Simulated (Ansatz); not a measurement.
Base system: InSe in the beta-GaS type structure (space group P6_3/mmc, No. 194; a = 4.032 Å, c = 16.764 Å; layered, stacked along the Cartesian z axis).

Method: Ansatz (an electronic-structure program), PBE-D3(BJ), PAW, cutoff 420 eV, no spin-orbit coupling.

One change was made to it. Results:

```tsv
quantity	base	after
shortest interatomic distance	2.660 Å	2.614 Å
c/a ratio	4.158	4.113
density	5.45 g/cm³	6.08 g/cm³
```

### Question
Which change produced these results?
(A) pressure 45 GPa
(B) pressure 60 GPa
(C) pressure −1 GPa
(D) pressure 4.2 GPa
(E) pressure 9 GPa

### Answer
D, pressure 4.2 GPa. For comparison, the shortest interatomic distance in the other runs: pressure −1 GPa gives 2.675 Å; pressure 60 GPa gives 2.555 Å; pressure 9 GPa gives 2.578 Å; pressure 45 GPa gives 2.600 Å.

A case with no gap was solved on a k-mesh chosen for an insulator, which is coarse for it. From pressure 45 GPa on, the axis ratios lie over 15 % from the base's, so the cell there is far from its starting form. Load acts through the strain it causes; cell and atoms are relaxed under it. Whether these cells are dynamically stable was not tested. Competing high-pressure phases were not computed. All final runs are without spin polarisation.
